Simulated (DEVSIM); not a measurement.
System: abrupt CdTe p-n junction, at 300 K.

```tsv
layer (left to right)	material	thickness (μm)	Nd (cm⁻³)	Na (cm⁻³)	τn (s)	τp (s)
1	CdTe	13.0	-	3.2e15	7.7e-9	7.7e-9
2	CdTe	0.300	2.3e17	-	7.7e-9	7.7e-9
```

Left contact: ohmic. Right contact: ohmic. Voltage is applied to the left contact. Recombination: SRH at mid-gap, radiative, Auger. Mobility is μmin + (μ − μmin)/(1 + (N/Nref)^α).

The device is made up for the run: typed textbook-type constants, with dimensions and the other settings drawn at random. Values at 300 K.

```csv
parameter,CdTe
gap (eV),1.5
affinity (eV),4.28
permittivity,10.2
Nc (cm⁻³),8e17
Nv (cm⁻³),1.8e19
μn (cm²/Vs),1000
μp (cm²/Vs),80
"μn,min",100
"μp,min",10
"Nref,n",1e17
"Nref,p",1e17
αn,0.6
αp,0.6
B (cm³/s),1e-10
Cn (cm⁶/s),1e-30
Cp (cm⁶/s),1e-30
```

DEVSIM, 1D drift-diffusion, Boltzmann statistics, complete ionisation; no tunnelling, impact ionisation, image-force lowering or self-heating.

Question: Tabulate band edges, carrier densities and field at zero bias.

Answer: Energies count from the Fermi level of the right contact; mesh points crowd at the junctions.

| x (μm) | Ec (eV) | Ev (eV) | n (cm⁻³) | p (cm⁻³) | field (V/cm) |
|---|---|---|---|---|---|
| 0.000 | 1.277 | -0.223 | < 1e2 | 3.2e15 | ≈ 0 |
| 0.02401 | 1.277 | -0.223 | < 1e2 | 3.2e15 | ≈ 0 |
| 0.06811 | 1.277 | -0.223 | < 1e2 | 3.2e15 | ≈ 0 |
| 0.1600 | 1.277 | -0.223 | < 1e2 | 3.2e15 | ≈ 0 |
| 0.4263 | 1.277 | -0.223 | < 1e2 | 3.2e15 | ≈ 0 |
| 0.8750 | 1.277 | -0.223 | < 1e2 | 3.2e15 | ≈ 0 |
| 1.771 | 1.277 | -0.223 | < 1e2 | 3.2e15 | ≈ 0 |
| 4.367 | 1.277 | -0.223 | < 1e2 | 3.2e15 | ≈ 0 |
| 8.116 | 1.277 | -0.223 | < 1e2 | 3.2e15 | ≈ 0 |
| 10.46 | 1.277 | -0.223 | < 1e2 | 3.2e15 | ≈ 0 |
| 11.74 | 1.277 | -0.223 | < 1e2 | 3.2e15 | ≈ 0 |
| 12.50 | 1.193 | -0.307 | < 1e2 | 1.3e14 | -8200 |
| 12.76 | 0.786 | -0.714 | 50000 | 1.8e7 | -23000 |
| 12.89 | 0.436 | -1.064 | 3.7e10 | < 1e2 | -30000 |
| 12.97 | 0.183 | -1.317 | 6.9e14 | < 1e2 | -35000 |
| 13.00 | 0.085 | -1.415 | 3.0e16 | < 1e2 | -40000 |
| 13.02 | 0.039 | -1.461 | 1.8e17 | < 1e2 | -8100 |
| 13.05 | 0.032 | -1.468 | 2.3e17 | < 1e2 | -110 |
| 13.14 | 0.032 | -1.468 | 2.3e17 | < 1e2 | ≈ 0 |
| 13.22 | 0.032 | -1.468 | 2.3e17 | < 1e2 | ≈ 0 |
| 13.27 | 0.032 | -1.468 | 2.3e17 | < 1e2 | ≈ 0 |
| 13.30 | 0.032 | -1.468 | 2.3e17 | < 1e2 | ≈ 0 |
